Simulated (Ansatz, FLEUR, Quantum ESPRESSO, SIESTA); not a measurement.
**One structure in several programs: LuAlSi (P1, 6 atoms in the cell)**

Self-consistent single point, at a second geometry (atoms moved at random). First geometry:

```
CELL_PARAMETERS angstrom
      1.95531    -4.97024     0.00000
      1.95531     4.97024     0.00000
      0.00000     0.00000     5.53693
ATOMIC_POSITIONS crystal
  Lu 0.69541 0.30459 0.75000
  Lu 0.30459 0.69541 0.25000
  Al 0.00000 0.00000 0.50000
  Al 0.00000 0.00000 0.00000
  Si 0.39885 0.60115 0.75000
  Si 0.60115 0.39885 0.25000
```

Second geometry:
```
CELL_PARAMETERS angstrom
      1.95531    -4.97024     0.00000
      1.95531     4.97024     0.00000
      0.00000     0.00000     5.53693
ATOMIC_POSITIONS crystal
  Lu 0.69628 0.29436 0.75755
  Lu 0.29948 0.69548 0.25070
  Al 0.99801 0.99936 0.49770
  Al 0.99208 0.99599 0.99684
  Si 0.39111 0.59103 0.74968
  Si 0.62305 0.42377 0.24753
```

Shared settings, as Ansatz (a program for electronic structure) writes them: kpoints.mp_grid.grid = 7 7 5; scf.occupations.method = fermi_dirac; scf.occupations.width = 0.0073 Ry. Potentials and cutoffs stand in the table.

```tsv
code	model	ΔF from the first geometry (meV/atom)	pressure (GPa)	largest force (eV/Å)	cutoff
FLEUR	PBEsol, all-electron FLAPW (FLEUR), scalar-relativistic valence	14.4	–	–	Kmax 3.8 1/bohr
SIESTA	GGA PBEsol, numerical atomic orbitals DZP, PseudoDojo PBEsol standard norm-conserving potentials (rewritten from UPF to PSML)	15.4	-0.49	1.215	grid 400 Ry
Ansatz	PBEsol, PAW files made with PBE	14.3	0.83	1.154	default
Quantum ESPRESSO	PBEsol, PSlibrary ultrasoft (PBE) pseudopotentials	14.4	1.41	1.164	50 Ry
```

Size of the force on each atom (eV/Å): Sizes of forces hide their directions.

```json
[
 {"code": "SIESTA", "Lu1": "0.563", "Lu2": "0.340", "Al3": "0.236", "Al4": "0.343", "Si5": "0.268", "Si6": "1.215"},
 {"code": "Ansatz", "Lu1": "0.541", "Lu2": "0.346", "Al3": "0.221", "Al4": "0.320", "Si5": "0.252", "Si6": "1.154"},
 {"code": "Quantum ESPRESSO", "Lu1": "0.542", "Lu2": "0.346", "Al3": "0.223", "Al4": "0.323", "Si5": "0.256", "Si6": "1.164"}
]
```

A dash marks a value that a program does not give, or that is left out as unsure.

On Ansatz's run: spin-orbit coupling is off.

The spread over the programs that give each value: ΔF from the first geometry within 1.1 meV/atom; pressure within 1.90 GPa; largest force within 0.061 eV/Å.

SIESTA uses small atom-centred bases, whose incompleteness enters pressures, forces and empty levels differently from a plane-wave cutoff. FLEUR treats all electrons, but the usual bases taken here (sphere radii, linearisation, local orbitals, empty states) were not tested for convergence, so the values are no reference for the others. Ansatz's pressure is given at a fixed set of plane waves, as the other plane-wave codes print theirs; with its correction for the finite basis it is 0.87 GPa. In the pressure, SIESTA (by 1.61) lies more than 1 GPa from the median of the plane-wave programs. In the force vectors, SIESTA (by 0.091) lies more than 0.08 eV/Å from the median of the plane-wave programs.

The starting cell comes from a database of computed structures (which also holds hypothetical and non-ambient phases and stackings), without a prior relaxation at this level. Its lattice was rescaled by a random factor within 2.5 % of one. For this run, on top of that: atoms moved at random.

Left out of this page: CP2K (unsound by tests on forces, stress, charge or solver warnings).

Keys are those of Ansatz 0.2.
